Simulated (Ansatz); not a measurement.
Relaxation of the outer planes of the (321) surface of fcc Pb in its 1x1 cell, outermost plane spacing 0.67 Å in the ideal cut.

Level of theory: PBE (plane waves to 420 eV, PAW; Ansatz, a quantum-chemistry and plane-wave program).

Set-up: 16 atoms, 10.1 Å thick at the start (thin: gaps and levels are the slab's own); mesh 7x5x1; 0.1 eV smearing; dipole correction on; all atoms relaxed; start symmetry kept, larger cells not searched; no spin, no spin-orbit, no U.

| plane | atoms | bulk spacing to the next (Å) | relaxed spacing (Å) | change (%) | rumpling (Å) |
|---|---|---|---|---|---|
| 1 | Pb | 0.673 | … | … | 0.00 |
| 2 | Pb | 0.673 | 0.616 | -8.5 | 0.00 |

Complete the blanks.


- 1, relaxed spacing (Å): 0.517
- 1, change (%): -23.2
